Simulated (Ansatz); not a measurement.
MoTc3 (Pm-3m, No. 221, 4 atoms in the cell; start mp-1187395), treated with LDA (Ansatz, a first-principles code, plane waves, PAW).

Numerical settings: plane-wave cutoff 520 eV, 14×14×14 k mesh, Fermi–Dirac smearing 0.05 eV, no spin polarisation, scalar-relativistic PAW data made under PBE.

Cell (relaxed at this level):

```xyz
4
Lattice="3.8408 0.0000 0.0000 0.0000 3.8408 0.0000 0.0000 0.0000 3.8408" Properties=species:S:1:pos:R:3 pbc="T T T"
Tc     0.0000     1.9204     1.9204
Tc     1.9204     0.0000     1.9204
Tc     1.9204     1.9204     0.0000
Mo     0.0000     0.0000     0.0000
```

### Question
Give the computed bulk modulus.

### Answer

- bulk modulus: 323 GPa

Note: the run has no spin polarisation, so it can have missed a magnetic state; the bulk modulus is −V dP/dV from two relaxed cells at ±2 % in volume; the relaxation could not lower the start's symmetry, so the cell can be a saddle point above a distorted one.

Computing time: roughly 60 core-seconds.

A start named mp-… is a Materials Project structure, which need not be a measured phase.
